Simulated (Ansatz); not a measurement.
We consider Rb3AgSn3Se8 (P4/nbm, No. 125; cell taken from a computed entry), described by r²SCAN (PAW; Ansatz, a quantum-chemistry and plane-wave program).

Numerical settings: plane-wave cutoff 560 eV, 4×4×4 k mesh, Fermi–Dirac smearing 0.01 eV, no spin polarisation, scalar-relativistic PAW data made under PBE.

Cell (relaxed with PBEsol):

AgRb3Sn3Se8 is modelled in the tetragonal space group P4/nbm, origin choice 1 (No. 125), Pearson symbol tP30. Conventional cell: a = b = 8.323 Å, c = 13.397 Å, α = β = γ = 90.00°. Rb1 on 4g sees 4 Se at 3.391 Å and 4 Se at 3.589 Å. Rb2 on 2b sees 8 Se at 3.565 Å. Ag on 2d has 4 Se at 2.755 Å (tetrahedral). Sn1 on 4h has 2 Se at 2.497 Å and 2 Se at 2.638 Å. Sn2 on 2c is coordinated by 4 Se at 2.554 Å (tetrahedral). Se1 on 8m is coordinated by 1 Sn at 2.497 Å and 1 Ag at 2.755 Å and 4 Rb at 3.565–3.589 Å. Se2 on 8m is coordinated by 2 Sn at 2.554–2.638 Å and 2 Rb at 3.391 Å. (Neighbours: up to the widest gap in distance over summed covalent radii, below 1.35, at either atom; cation-cation and far metal-metal contacts left out.)

**Question.** Predict the band gap and smallest direct gap on the k points sampled.

**Answer.** 
- band gap: 1.47 eV
- smallest direct gap on the k points sampled: 1.48 eV

Note: cell and atoms aren't relaxed at this level (largest force component 0.12 eV/Å, pressure 0.9 GPa).

Spin–orbit coupling is not included.

The computed numbers hold no vibrational or temperature effects.
